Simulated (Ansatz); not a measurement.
The starting structures come from a database of crystals and need not be the phases stable at ambient conditions.

 Where the default PAW files enter, the runs use the earlier of Ansatz's two default sets.

By PBEsol, the system below comes out a metal.

A figure of merit of an interconnect metal is its ballistic conductance per area.

Input:

```
CELL_PARAMETERS angstrom
      4.06067     0.00000     0.00000
      0.00000     4.06067     0.00000
      2.03034    -2.03034     2.76556
ATOMIC_POSITIONS crystal
  Al 0.25000 0.25000 0.50000
  Al 0.75000 0.75000 0.50000
  Cu 0.50000 0.50000 0.00000
```

Space group of this cell: I4/mmm. The cell is strained (lengths along the current scaled by 0.97, ions clamped); by PBEsol its mean pressure is 3.3 GPa.

The current flows along the normal of the first two printed cell vectors, the (001) (indices of the unstrained crystal) plane of the conventional cell. No spin-orbit coupling; the value is a mean over 0.1 eV about the Fermi level.

Task: Compute, with PBEsol (Ansatz, a quantum-chemistry and plane-wave program), the ballistic conductance per area.

Result: 0.82 × 10¹⁵ S/m² for both spins.
